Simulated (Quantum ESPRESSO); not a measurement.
Quick settings and what they miss: Zn3Co (P6_3/mmc, 8 atoms in the cell)

Self-consistent single point.

```xyz
8
Lattice="5.2386 0.0000 0.0000 -2.6193 4.5368 0.0000 0.0000 0.0000 4.2051" Properties=species:S:1:pos:R:3 pbc="T T T"
Zn     1.3433     0.7755     3.1538
Zn     1.2760     3.7613     1.0513
Zn     0.0000     1.5511     1.0513
Zn     2.6193     2.9857     3.1538
Zn     3.8954     0.7755     3.1538
Zn    -1.2760     3.7613     1.0513
Co     2.6193     1.5123     1.0513
Co     0.0000     3.0245     3.1538
```

Method: PBEsol, PSlibrary ultrasoft (PBE) pseudopotentials (plane waves; Quantum ESPRESSO).

Base settings: ecutwfc = 50 Ry; ecutrho = 300 Ry; occupations = smearing; smearing = marzari-vanderbilt; degauss = 0.0099958 Ry; input_dft = pbesol; potentials = {Zn: Zn.pbe-dn-rrkjus_psl.1.0.0.UPF, Co: Co.pbe-n-rrkjus_psl.1.0.0.UPF}; K_POINTS = automatic 5 5 5 0 0 0; conv_thr = 1e-10 Ry; mixing_beta = 0.7.

Tight run (finer mesh or higher cutoff; not a proven limit): ecutwfc: 50 Ry → 70 Ry; ecutrho: 300 Ry → 420 Ry; conv_thr: 1e-10 Ry → 7.3e-11 Ry; K_POINTS: automatic 5 5 5 0 0 0 → automatic 7 7 7 0 0 0. It gave Fermi level (on the code's own zero) 13.09 eV; pressure -2.83 GPa; largest force (vector length) 0.016 eV/Å.

Quick runs, as changes from the base:
- A: the base itself
- B: ecutwfc: 50 Ry → 30 Ry; ecutrho: 300 Ry → 180 Ry; smearing: marzari-vanderbilt → gaussian; degauss: 0.0099958 Ry → 0.0147 Ry; conv_thr: 1e-10 Ry → 7.3e-05 Ry; K_POINTS: automatic 5 5 5 0 0 0 → automatic 1 1 1 0 0 0
- C: ecutwfc: 50 Ry → 33 Ry; ecutrho: 300 Ry → 198 Ry; input_dft: pbesol → default; pseudopotentials: {Zn: Zn.pbe-dn-rrkjus_psl.1.0.0.UPF, Co: Co.pbe-n-rrkjus_psl.1.0.0.UPF} → {Zn: Zn.pz-dn-rrkjus_psl.1.0.0.UPF, Co: Co.pz-n-rrkjus_psl.1.0.0.UPF}; K_POINTS: automatic 5 5 5 0 0 0 → automatic 3 3 3 1 1 1 [LDA (PZ)]
- D: ecutwfc: 50 Ry → 40 Ry; ecutrho: 300 Ry → 240 Ry; K_POINTS: automatic 5 5 5 0 0 0 → automatic 2 2 2 0 0 0
- E: ecutwfc: 50 Ry → 40 Ry; ecutrho: 300 Ry → 240 Ry; K_POINTS: automatic 5 5 5 0 0 0 → automatic 6 6 6 0 0 0

Energies are extrapolated to zero smearing width, which holds to low order in the width alone (under cold and Methfessel-Paxton smearing the free energy itself is taken).

Dashes: pressure of B, not trusted under this conv_thr with d or f elements; time of B, D, under 30 s; energy of C, another energy zero.

† marks runs with another functional, U, potentials or spin treatment: their distance from the tight run is not a convergence error alone.

The count of work is k-points × plane waves × bands × iterations; it is no time. Core times come from one kind of shared machine and are given to one figure; runs under 30 s give none.

The starting cell comes from a database of computed structures (which also holds hypothetical and non-ambient phases and stackings), without a prior relaxation at this level. Its lattice was rescaled by a random factor within 2.5 % of one. Spin polarisation is off. In the base run, with a pressure of about -5 GPa the cell is away from its equilibrium volume at this level.

```tsv
run	energy less tight (meV/atom)	pressure less tight (GPa)	largest miss in a force vector (eV/Å)	count of work / tight	core time / tight (rough)
A	37.5	-2.22	0.022	0.30	0.4
B	1539.8	–	0.299	0.0047	–
C†	–	-35.34	0.117	0.093	0.1
D	104.0	-0.47	0.075	0.054	–
E	77.0	-0.48	0.013	0.38	0.4
```

Among the runs at the tight run's level, the energy misses run from 37.5 to 1539.8 meV/atom.

Left out of this page: 1 run of the series outside the window shown, repeating another row's setting, or not comparable.
